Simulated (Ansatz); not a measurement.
**MgTe: response to strain**

Start from MgTe in the zinc blende structure (space group F-43m, No. 216).

```cif
data_Mg4Te4
_chemical_formula_sum 'Mg4 Te4'
_space_group_name_H-M_alt 'F-43m'
_space_group_IT_number 216
_space_group_name_Hall 'F -4 2 3'
_cell_length_a 6.36810
_cell_length_b 6.36810
_cell_length_c 6.36810
_cell_angle_alpha 90.000
_cell_angle_beta 90.000
_cell_angle_gamma 90.000
loop_
_atom_site_label
_atom_site_type_symbol
_atom_site_symmetry_multiplicity
_atom_site_Wyckoff_symbol
_atom_site_fract_x
_atom_site_fract_y
_atom_site_fract_z
_atom_site_occupancy
Mg1 Mg 4 a 0.00000 0.00000 0.00000 1
Te1 Te 4 d 0.75000 0.75000 0.75000 1
```
(The calculation used a cell of 2 atoms; values per cell refer to that cell.)

Strains are applied to the cell and any free atomic positions relax.

Calculations: LDA (Ansatz, a quantum-chemistry and plane-wave program; PAW; 420 eV plane waves; without spin-orbit coupling).

Before the change:

- Band gap = 2.38 eV

Q: The aim is a band gap between 1.95 eV and 2.07 eV. Which of these changes reaches it?
(A) isotropic strain −2.50 %
(B) isotropic strain +1.00 %
(C) isotropic strain +3.00 %

A: C, isotropic strain +3.00 %. It gives 2.00 eV; isotropic strain +1.00 % gives 2.25 eV; isotropic strain −2.50 % gives 2.54 eV. Changes not listed may reach it too

Spin-orbit coupling, missing from the scalar runs, can matter with Te. Stability against distortions was not tested.
